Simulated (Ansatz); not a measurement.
Take MoSi₂ (space group I4/mmm, No. 139) as the base.

```
CELL_PARAMETERS angstrom
     -1.60086     1.60086     3.90929
      1.60086    -1.60086     3.90929
      1.60086     1.60086    -3.90929
ATOMIC_POSITIONS crystal
  Mo 0.00000 0.00000 0.00000
  Si 0.33530 0.33530 0.00000
  Si 0.66470 0.66470 0.00000
```

Cartesian axes are those of the cell as printed.

Computed with r2SCAN (Ansatz, a first-principles code), spin-orbit coupling left out.

Strains are applied to the cell and any free atomic positions relax; under biaxial strain the out-of-plane vector relaxes too.

One change was made to it. Results:

The energy grows by 8.2 meV/atom; the pressure (mean of the normal stresses, compression positive) goes from zero to -4.5 GPa; the volume per atom goes up by 0.32 Å³ (13.36 Å³ → 13.68 Å³).

Problem. What was done to the base?
A) biaxial strain +1.43 %, plane normal [001], relaxed out of plane
B) uniaxial strain ε_xx = −5.61 %
C) strain tensor (xx, yy, zz, yz, xz, xy) = (+1.79, −1.59, −0.41, −0.78, +0.91, −0.88) %
D) biaxial strain +1.82 %, plane normal [001], relaxed out of plane

Solution. A, biaxial strain +1.43 %, plane normal [001], relaxed out of plane. For comparison, the energy relative to the base in the other runs: biaxial strain +1.82 %, plane normal [001], relaxed out of plane gives +13 meV/atom; strain tensor (xx, yy, zz, yz, xz, xy) = (+1.79, −1.59, −0.41, −0.78, +0.91, −0.88) % gives +15 meV/atom; uniaxial strain ε_xx = −5.61 % gives +60 meV/atom.

The mesh was chosen for an insulator and is coarse for the gapless case. Without a gap, meshes like the base's 14×14×14 leave anisotropic stresses uncertain by several tenths of a GPa, and small strain energies with them. Stability against distortions was not tested. All final runs are without spin polarisation.
